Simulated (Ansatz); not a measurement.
Results of PBE (Ansatz, a first-principles code, PAW) for Ti₂B₂Si (model structure, started from the Ti2InB2 type, P-6m2, No. 187, 5 atoms in the cell).

The input as run:

Ansatz 0.2 input:
```yaml
crystal:
  lattice:
    - [3.0288380219, 0.0, 0.0]
    - [-1.514419011, 2.6230506709, 0.0]
    - [0.0, 0.0, 7.3004250865]
  atoms:
    - { symbol: Ti, position: [0.3333333333, 0.6666666667, 0.7177731871] }
    - { symbol: Ti, position: [0.3333333333, 0.6666666667, 0.2822268129] }
    - { symbol: Si, position: [0.0, 0.0, 0.0] }
    - { symbol: B, position: [0.0, 0.0, 0.5] }
    - { symbol: B, position: [0.6666666667, 0.3333333333, 0.5] }
basis:
  ecutwfc: 520
  ecutrho_ratio: 4
  xc_grid: 2
kpoints:
  mp_grid: { grid: [24, 24, 8] }
hamiltonian:
  xc: pbe
  dispersion: none
  pseudopotentials: { kind: paw }
scf:
  occupations: { method: fermi_dirac, width: 0.05 }
output:
  forces: true
  stress: true
  eigenvalues: true
relax:
  f_tol: 0.004
  escape_saddle: false
  max_steps: 80
  cell: { stress_tol: 0.02, fix: [volume] }
```

The run printed, among other lines:

```
Relaxation: its limit of steps is 80 (relax.max_steps)
Crystal: 5 atoms, lattice volume = 58.000 Å³
Basis set: ecut = 520 eV, 1587 PW (Γ), exchange–correlation on 48×48×120 points (8 copies of the dense FFT grid, shifted against one another)
Bands: 22, of which v1, the nominal top of the filled ones, is band 17 counted from 1 (16 counted from 0)
Symmetry: 12 space group operations
Space group: P-6m2 (ITA 187), of the structure as read, at distance tolerance 3.9e-5 Å
k-points: 305 of 4608 (time reversal used)
Functional: x = pbe(κ = 0.804, μ = 0.2195149727645171), c = pbe(β = 0.06672455060314922)
SCF iter   1: F=—  HF=-5951.335078 eV  |F-HF|=—  |Δ(HF+E_count)|=         —  Δρ=3.91e-3  dr2=3.74e-2
SCF iter   2: F=—  HF=-5951.331365 eV  |F-HF|=—  |Δ(HF+E_count)|=   3.71e-3  Δρ=2.41e-3  dr2=1.63e-2
  ...
SCF 1 converged in 7 iterations: F = -5951.328525 eV  dr2 = 4.38e-9
Crystal: 5 atoms, lattice volume = 58.000 Å³
Initial density: handed on by an earlier stage of this run
SCF 2 converged in 6 iterations: F = -5951.329002 eV  dr2 = 1.44e-9
Crystal: 5 atoms, lattice volume = 58.000 Å³
SCF iter   8: F=-5951.329002 eV  HF=-5951.329002 eV  |F-HF|=0.00e0  |Δ(HF+E_count)|=    0.00e0  Δρ=1.48e-9  dr2=2.10e-15
SCF iter   9: F=-5951.329002 eV  HF=-5951.329002 eV  |F-HF|=0.00e0  |Δ(HF+E_count)|=    0.00e0  Δρ=2.63e-10  dr2=4.16e-17
SCF 3 converged in 9 iterations: F = -5951.329002 eV  dr2 = 4.16e-17
SCF converged after 9 iterations
Free energy (F): -5951.329002 eV
Internal energy: -5951.318726 eV  (E = F + TS)
E sigma→0 (E₀):  -5951.323864 eV
Fermi energy:    13.123122 eV
--- Forces (eV/Å), atoms counted from 1 ---
  atom   1  Ti    -0.00000000    -0.00000000     0.00134655
  atom   2  Ti    -0.00000000    -0.00000000    -0.00134655
  atom   3  Si     0.00000000     0.00000000     0.00000000
  atom   4  B      0.00000000     0.00000000     0.00000000
  atom   5  B     -0.00000000    -0.00000000    -0.00000000
--- Stress (GPa, compression-positive) ---
       -3.455344       0.000000       0.000000
        0.000000      -3.455344      -0.000000
        0.000000      -0.000000      -3.443330
  P = ⅓ Tr σ = -3.4513 GPa (-34.513 kbar)
```

The cell is one volume of an energy–volume scan, off the minimum.

Note: the run has no spin polarisation, so it can have missed a magnetic state. Note: the relaxation could raise the start's symmetry but not lower it, so the cell can be a saddle point.

Computing time: very roughly 3 core-minutes.

A model structure was made by putting elements into a prototype or built by hand; it is no filed structure, need not be a known phase, and can be a saddle point held by its symmetry.
